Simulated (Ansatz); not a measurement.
Base system: SiO$_{2}$ in the rutile structure (space group P4_2/mnm, No. 136; a = 4.155 Å, c = 2.661 Å). Axes: x, y, z lie along a, b, c of the conventional cell.

Calculations: plane-wave PAW DFT at the LDA level (Ansatz, a quantum-chemistry and plane-wave program, 420 eV), no spin-orbit coupling.

It is then changed as follows: an isotropic linear strain of −3.00 %; the atoms relax in the strained cell.

Task: Predict the stress tensor and what it implies for the stiffness.

Result: Stress of the strained cell less that of the base (GPa, compression positive):
```
  33.00    0.00    0.00
   0.00   33.00    0.00
   0.00    0.00   40.42
```

Then B = −ΔP/(ΔV/V₀) with ΔV/V₀ = -0.0873 gives secant stiffness values (nonlinear terms included at this strain): B (at held cell shape, above the free-shape value) ≈ 406 GPa.

As a check, the harmonic strain energy −½ V₀ Δσ:ε is 76 meV/atom; the computed energy rise is 68 meV/atom.

Stability against distortions was not tested.
